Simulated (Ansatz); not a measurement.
Consider TlBr in the zinc blende structure (space group F-43m, No. 216; a = 7.5038 Å; a hypothetical phase, not in the database extracts checked).

Computed with DFT with PBE, PAW potentials and a 420 eV plane-wave cutoff in Ansatz (a quantum-chemistry and plane-wave program), without spin-orbit coupling, earlier PAW set.

For the base:

```
Property                      Result
-------------------  ---------------
Smallest direct gap          3.08 eV
Lattice parameter a          7.504 Å
Band gap                     2.96 eV
Gap character        indirect, W → X
```

One thing is altered: a hydrostatic pressure of 7 GPa.

Q: What does the calculation give for the smallest direct gap, lattice parameter a, band gap and gap character after the change?

A: The smallest direct gap shrinks by 0.75 eV (3.08 eV → 2.33 eV); the lattice parameter a falls by 0.7284 Å (7.504 Å → 6.775 Å); the band gap falls by 0.86 eV (2.96 eV → 2.10 eV); the gap character remains indirect, W → X.

With Tl present, leaving out spin-orbit coupling can change the band edges. Load acts through the strain it causes; cell and atoms are relaxed under it. Whether these cells are dynamically stable was not tested. No other phases were tried under pressure.
